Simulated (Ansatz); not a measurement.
Given:

```
CELL_PARAMETERS angstrom
      7.40410     0.00000     0.00000
     -3.70205     6.41214     0.00000
      0.00000     0.00000     3.80519
ATOMIC_POSITIONS crystal
  W  0.50000 0.50000 0.00000
  W  0.00000 0.50000 0.00000
  W  0.50000 0.00000 0.00000
  O  0.21489 0.42978 0.00000
  O  0.78511 0.57022 0.00000
  O  0.78511 0.21489 0.00000
  O  0.21489 0.78511 0.00000
  O  0.57022 0.78511 0.00000
  O  0.42978 0.21489 0.00000
  O  0.00000 0.50000 0.50000
  O  0.50000 0.00000 0.50000
  O  0.50000 0.50000 0.50000
```

No spin polarisation.

All numbers come from PBEsol (Ansatz, an electronic-structure program), scalar-relativistic without spin-orbit coupling. Settings: 4×4×7 k-points, 0.05 eV Fermi–Dirac smearing.

Q: Predict the electron mass.

A: 0.16 mₑ along c, 0.33 mₑ across (at Γ).

Q: Estimate the band gap.

A: 0.61 eV.

Q: What smallest direct gap does the calculation give?

A: 1.36 eV.

Q: Estimate the gap character.

A: Indirect, A → Γ.

Spin-orbit coupling, missing from the scalar runs, can matter with W. Load acts through the strain it causes; cell and atoms are relaxed under it. Effective masses come from finite differences of ±0.01 Å⁻¹. Whether these cells are dynamically stable was not tested. The cell was made from WO$_{3}$ (space group P6/mmm, No. 191) by this change: pressure −1 GPa.
